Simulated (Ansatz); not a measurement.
Given:

```yaml
crystal:
  lattice:
    - [4.82752, 0.00000, 0.00000]
    - [0.00000, 4.82752, 0.00000]
    - [0.00000, 0.00000, 3.23808]
  atoms:
    - { symbol: Sn, position: [0.50000, 0.50000, 0.50000] }
    - { symbol: Sn, position: [0.00000, 0.00000, 0.00000] }
    - { symbol: O, position: [0.19343, 0.80657, 0.50000] }
    - { symbol: O, position: [0.80657, 0.19343, 0.50000] }
    - { symbol: O, position: [0.69343, 0.69343, 0.00000] }
    - { symbol: O, position: [0.30657, 0.30657, 0.00000] }
```

Computed with PBE, rigid bands (plane waves, PAW, scalar-relativistic; Ansatz, a program for electronic structure). Condition of this run: functional PBE, cell relaxed with it. Geometry: cell and atoms relaxed with PBE.

What conductivity effective mass do dilute electrons have at 300 K?

0.182 (x), 0.182 (y), 0.165 (z) mₑ.

What conductivity effective mass do dilute holes have at 300 K?

1.48 (x), 1.48 (y), 2.1 (z) mₑ.

And the band gap?

0.68 eV at this level; semilocal functionals usually fall short of the measured gap.

Rigid bands, one relaxation time for all states, no polarons. Spin-orbit coupling is left out; where it splits the top of the valence band it changes the hole mass and lowers the gap by about a third of the splitting.
